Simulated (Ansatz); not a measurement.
Candidate structures of PtBi2, relaxed level by level: PtBi2 (P31m, No. 157, 9 atoms in the cell; start mp-1078313); PtBi2 (Pa-3, No. 205, 12 atoms in the cell; start mp-22864); PtBi2 (Pbca, No. 61, 24 atoms in the cell; start mp-568531). Levels: LDA (Ansatz, a quantum-chemistry and plane-wave program, PAW), PBEsol in Ansatz (plane waves, PAW).

Rank the structures in energy at 0 K, level by level.

Lowest: LDA, PtBi2 (Pbca, No. 61, 24 atoms in the cell; start mp-568531) (within 10 meV/atom of PtBi2 (Pa-3, No. 205, 12 atoms in the cell; start mp-22864), too close to call); PBEsol, PtBi2 (Pbca, No. 61, 24 atoms in the cell; start mp-568531) (within 10 meV/atom of PtBi2 (Pa-3, No. 205, 12 atoms in the cell; start mp-22864), too close to call). Energies above the lowest of these candidates, meV/atom:

```csv
structure,LDA,PBEsol
"PtBi2 (Pbca, No. 61, 24 atoms in the cell; start mp-568531)",0,0
"PtBi2 (Pa-3, No. 205, 12 atoms in the cell; start mp-22864)",7,6
"PtBi2 (P31m, No. 157, 9 atoms in the cell; start mp-1078313)",27,17
```

Static-lattice energies; unlike cells have unlike k meshes, which leaves some meV/atom of uncertainty, and other structures than these can lie lower.

Note: the relaxation could not lower the start's symmetry, so the cell can be a saddle point above a distorted one.

A start named mp-… is a Materials Project structure, which need not be a measured phase.
